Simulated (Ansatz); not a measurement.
AlNi: isotropic strain +3.92 %

Take AlNi in the CsCl type structure (space group Pm-3m, No. 221; a = 2.893 Å; non-magnetic) as the base.

Now apply this change: the cell is scaled by 1.0392 in all directions; the atoms relax in the strained cell.

Method: PBE/PAW in Ansatz (a program for electronic structure), no spin-orbit coupling. k-mesh 16×16×16 (Γ-centred); smearing 0.05 eV (Fermi–Dirac).

| quantity | base | changed | shift |
|---|---|---|---|
| volume per atom | 12.11 Å³ | 13.59 Å³ | +1.48 Å³ |
| space group | Pm-3m (No. 221) | Pm-3m (No. 221) | – |
| shortest interatomic distance | 2.505 Å | 2.604 Å | +0.0982 Å |
| energy relative to the base (free energy F) | 0 meV/atom | +73 meV/atom | +73 meV/atom |
| pressure | 0.0 GPa | -14.3 GPa | -14.3 GPa |
| band gap | zero | zero | – |

Final structure:

```xyz
2
Lattice="3.0065 0.0000 0.0000 0.0000 3.0065 0.0000 0.0000 0.0000 3.0065" Properties=species:S:1:pos:R:3 pbc="T T T"
Al     0.0000     0.0000     0.0000
Ni     1.5032     1.5032     1.5032
```

Whether these cells are dynamically stable was not tested. Seeded moments were not kept for the base. All final runs are without spin polarisation.
